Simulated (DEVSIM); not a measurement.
System: Al/SiO2/p-InP capacitor, at 300 K.

| layer (left to right) | material | thickness (nm) | Na (cm⁻³) |
|---|---|---|---|
| 1 | SiO2 | 1.10 | - |
| 2 | InP | 9700 | 4.1e15 |

Metal gate on the left, work function 4.1 eV. Fixed charge at the semiconductor interface -3.8e10 cm⁻² (in units of +e); no interface traps.

The device is made up for the run: typed textbook-type constants, with dimensions and the other settings drawn at random. Values at 300 K; Nc and Nv go as T^1.5, mobilities as T to minus their exponent, the gap by Varshni's rule with the affinity fixed.

```csv
parameter,SiO2,InP
gap (eV),9,1.344
affinity (eV),0.9,4.38
permittivity,3.9,12.5
Nc (cm⁻³),-,5.7e17
Nv (cm⁻³),-,1.1e19
Varshni α (eV/K),-,0.000363
Varshni β (K),-,162
```

Simulated with DEVSIM: 1D Poisson equation in equilibrium, Boltzmann statistics, complete ionisation; no quantum confinement or tunnelling. Metal contacts follow the ideal Schottky-Mott rule: no Fermi-level pinning, no interface dipoles.

The temperature was swept, all else fixed.

```csv
temperature (K),minimum of the low-frequency capacitance (μF/cm²),threshold voltage (band bending 2φF) (V),flat-band voltage (V)
250,0.0196,-0.37,-1.47
300,0.0205,-0.39,-1.42
350,0.0224,-0.42,-1.36
400,0.0236,-0.45,-1.30
450,0.0257,-0.48,-1.24
500,0.0291,-0.51,-1.18
```

From the first row to the last the minimum of the low-frequency capacitance goes from 0.0196 to 0.0291. From the first row to the last the threshold voltage (band bending 2φF) goes from -0.37 to -0.51.
